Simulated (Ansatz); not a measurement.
## Lattice parameter a of HfSiO (model structure, started from the ZrSiS type, P4/nmm, No. 129, 6 atoms in the cell) at several levels of theory

No measured value is used here.

Q: Put these levels in order of the lattice parameter a that they give for HfSiO (model structure, started from the ZrSiS type, P4/nmm, No. 129, 6 atoms in the cell), smallest first: LDA (Ansatz, a program for electronic structure), PBE (Ansatz), PBEsol (Ansatz), r²SCAN (Ansatz).

A: LDA (3.239 Å), PBEsol (3.270 Å), r²SCAN (3.285 Å), PBE (3.308 Å)

Density-functional levels without +SOC have no spin–orbit coupling. Cutoffs differ between the levels. Ansatz's density-functional and Hartree–Fock values are scalar-relativistic unless marked +SOC, with PAW data made under PBE.

A model structure was made by putting elements into a prototype or built by hand; it is no filed structure, need not be a known phase, and can be a saddle point held by its symmetry.
